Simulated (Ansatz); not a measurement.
Candidates (primitive cells; geometry: cell and atoms relaxed with PBEsol):
A. ZnSe (F-43m), a = 3.983 Å, b = 3.983 Å, c = 3.983 Å, α = 60.00°, β = 60.00°, γ = 60.00°
B. YN (Fm-3m), a = b = c = 3.434 Å, α = β = γ = 60.00°
C. Ge (Fd-3m), a = b = c = 4.013 Å, α = β = γ = 60.00°
D. Mg2Ge (Fm-3m), a = b = c = 4.499 Å, α = β = γ = 60.00°
E. BP (F-43m), a = b = c = 3.1962 Å, α = β = γ = 60.00°

Problem. Order them by band gap (lowest first) at the level HSE06, rigid bands run with Ansatz (a first-principles code).

Solution. D (0.51 eV), C (0.77 eV), B (1.05 eV), E (1.95 eV), A (2.50 eV)

Spin-orbit coupling is left out.
